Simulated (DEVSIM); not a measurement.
Structure: illuminated Si n-on-p cell, one wavelength, at 300 K.

```
layer (left to right)  material  thickness (μm)  Nd (cm⁻³)  Na (cm⁻³)  τn (s)  τp (s)  absorption coefficient (cm⁻¹)
---------------------  --------  --------------  ---------  ---------  ------  ------  -----------------------------
1                            Si           0.150     7.7e17          -  5.1e-6  3.7e-7                            370
2                            Si             270          -     1.1e15  5.3e-6  5.3e-6                            370
```

Left contact: ohmic, minority hole recombination velocity 1000 cm/s. Right contact: ohmic, minority electron recombination velocity 2e5 cm/s. Voltage is applied to the left contact. Recombination: SRH at mid-gap, radiative, Auger. Light enters at the left, 2.8e18 photons cm⁻² s⁻¹, one pass, no reflection. Mobility is μmin + (μ − μmin)/(1 + (N/Nref)^α).

The device is made up for the run: typed textbook-type constants, with dimensions and the other settings drawn at random. Values at 300 K.

```tsv
parameter	Si
gap (eV)	1.124
affinity (eV)	4.05
permittivity	11.7
Nc (cm⁻³)	2.86e19
Nv (cm⁻³)	3.1e19
μn (cm²/Vs)	1417
μp (cm²/Vs)	470
μn,min	52
μp,min	45
Nref,n	9.7e16
Nref,p	2.2e17
αn	0.68
αp	0.72
B (cm³/s)	4.7e-15
Cn (cm⁶/s)	2.8e-31
Cp (cm⁶/s)	9.9e-32
```

Model (solved in DEVSIM): 1D drift-diffusion, Boltzmann statistics, complete ionisation; no tunnelling, impact ionisation, image-force lowering or self-heating.

The minority lifetime in layer 2 was swept, all else fixed.

| minority lifetime in layer 2 (s) | dark forward voltage at 100 A/cm² (V) | share of generated pairs collected at short circuit | open-circuit voltage (V) | fill factor |
|---|---|---|---|---|
| 1.6e-7 | 1.342 | 0.616 | 0.559 | 0.67 |
| 5.3e-7 | 1.314 | 0.735 | 0.565 | 0.67 |
| 1.6e-6 | 1.251 | 0.845 | 0.571 | 0.68 |
| 5.3e-6 | 1.136 | 0.931 | 0.579 | 0.70 |
| 1.6e-5 | 1.031 | 0.970 | 0.585 | 0.73 |
| 5.3e-5 | 0.967 | 0.987 | 0.590 | 0.76 |
| 0.00016 | 0.944 | 0.992 | 0.591 | 0.77 |

From the first row to the last the dark forward voltage at 100 A/cm² goes from 1.342 to 0.944. From the first row to the last the share of generated pairs collected at short circuit goes from 0.616 to 0.992.
